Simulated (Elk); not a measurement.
Band structure of MgCd2 (Cmcm, 6 atoms in the cell).

```
MgCd2
1.0
    1.59375    -7.86880     0.00000
    1.59375     7.86880     0.00000
    0.00000     0.00000     5.11835
Mg Cd
2 4
Direct
  0.28026   0.71974   0.25000
  0.71974   0.28026   0.75000
  0.61587   0.38413   0.25000
  0.38413   0.61587   0.75000
  0.94609   0.05391   0.25000
  0.05391   0.94609   0.75000
```

Computed with Elk with PBEsol, all-electron FP-LAPW, Elk's shipped species files, default APW+lo basis.

Settings: xctype = 22; swidth = 0.00183747 Ha; ngridk = 5 5 3; maxscl = 100.

The starting cell comes from a database of computed structures (which also holds hypothetical and non-ambient phases and stackings), without a prior relaxation at this level. Values depend on the basis (sphere radii, cutoffs, local orbitals), which need not be converged.

Levels in eV from the Fermi level, bands 43 to 50:
```tsv
point	43	44	45	46	47	48	49	50
Γ	-5.34	-2.26	-1.44	0.49	0.57	0.65	1.17	2.48
X	-3.58	-1.36	-0.95	1.33	1.47	2.07	2.12	2.32
S	-2.67	-2.55	-0.26	0.26	2.07	2.12	2.17	2.18
R	-2.35	-2.35	-1.58	-1.58	-0.54	-0.54	1.63	1.63
A	-2.19	-2.19	-2.13	-2.13	0.18	0.18	0.94	0.94
Z	-4.25	-4.25	-3.65	-3.65	3.54	3.54	4.33	4.33
Y	-2.50	-2.02	-1.65	-1.18	-0.86	-0.79	3.43	3.51
X1	-3.58	-1.36	-0.95	1.33	1.47	2.07	2.12	2.32
A1	-2.19	-2.19	-2.13	-2.13	0.18	0.18	0.94	0.94
T	-5.69	-5.69	-1.31	-1.31	0.19	0.19	5.87	5.87
```

Bands cross the Fermi level along this path, so the cell is metallic at this level.
